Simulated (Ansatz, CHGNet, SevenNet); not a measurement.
## Equilibrium lattice constant a of SnGe (model structure, started from the NiAs type, P6₃/mmc, No. 194, 4 atoms in the cell) at several levels of theory

No measured value is used here.

```
level (code)         value (Å)
-------------------  ---------
CHGNet 0.3.0             3.904
SevenNet-0               4.080
SevenNet-l3i5            4.073
LDA (Ansatz)             3.891
PBE (Ansatz)               ___
PBEsol (Ansatz)          3.919
PBE-D3(BJ) (Ansatz)        ___
```

Problem. Complete the blanks.

Solution. 
- PBE (Ansatz, a quantum-chemistry and plane-wave program), value (Å): 4.016
- PBE-D3(BJ) (Ansatz), value (Å): 3.927

Ansatz's density-functional and Hartree–Fock values are scalar-relativistic unless marked +SOC, with PAW data made under PBE.

Machine-learned potentials (CHGNet 0.3.0, SevenNet-0, SevenNet-l3i5) are trained on DFT data: a solid inside that data is no test of them.

A model structure was made by putting elements into a prototype or built by hand; it is no filed structure, need not be a known phase, and can be a saddle point held by its symmetry.
